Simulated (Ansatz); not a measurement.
The reference is WSe$_{2}$ (space group Fm-3m, No. 225; a = 6.260 Å; ferromagnetic; a hypothetical phase, not in the database extracts checked; relaxed with 0.1 eV smearing). Axes: x, y, z lie along the cube axes.

Level of theory: Ansatz (a quantum-chemistry and plane-wave program) r2SCAN, no spin-orbit coupling, earlier PAW set.

Strains are applied to the cell and any free atomic positions relax; under stress the whole cell relaxes.

One change was made to it. Results:

```tsv
quantity	base	after
magnetic state	ferromagnetic	ferromagnetic
volume per atom	20.44 Å³	20.94 Å³
energy relative to the base (free energy F)	0 meV/atom	+20 meV/atom
```

Question: Which change produced these results?
A) uniaxial stress, 5 GPa compression along z
B) uniaxial stress, 8 GPa tension along z
C) tensor shear ε_yz = +1.67 %
D) uniaxial stress, 2 GPa compression along x

Answer: B, uniaxial stress, 8 GPa tension along z. For comparison, the energy relative to the base in the other runs: tensor shear ε_yz = +1.67 % gives +2.3 meV/atom; uniaxial stress, 2 GPa compression along x gives +1.2 meV/atom; uniaxial stress, 5 GPa compression along z gives +7.6 meV/atom.

Other magnetic orders, which the real material may have, were not ruled out. Beyond what the load breaks, stability against distortions was not tested.
